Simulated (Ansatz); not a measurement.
Consider SiC in the zinc blende structure (space group F-43m, No. 216; a = 4.380 Å).

Structures relaxed with PBE, PAW, 420 eV (Ansatz, an electronic-structure program; no SOC).

Base:

Simulated powder pattern, Mo Kα, λ = 0.71073 Å (kinematic, ideal powder, no thermal factors, no anomalous dispersion; the 14 strongest lines at most, above 2 %, up to 2θ = 40°):

```
2θ (°)  I/Imax (%)    hkl
------  ----------  -----
16.16          100  (111)
18.68           19  (200)
26.53           53  (220)
31.22           42  (311)
32.65          6.0  (222)
37.88          8.2  (400)
```

After one change:

Simulated powder pattern, Mo Kα, λ = 0.71073 Å (kinematic, ideal powder, no thermal factors, no anomalous dispersion; the 14 strongest lines at most, above 2 %, up to 2θ = 40°):

```
2θ (°)  I/Imax (%)
------  ----------
16.78          100
19.40           19
27.58           52
32.46           41
33.94          5.9
39.39          8.0
```

### Question
What was done to the base?
A. pressure 15 GPa
B. pressure 9 GPa
C. pressure 22.5 GPa
D. pressure 30 GPa

### Answer
D, pressure 30 GPa. Its volume per atom is 9.38 Å³ against 10.50 Å³, and its space group is F-43m (No. 216).

Load acts through the strain it causes; cell and atoms are relaxed under it. No phonon test of stability was made. No other phases were tried under pressure.
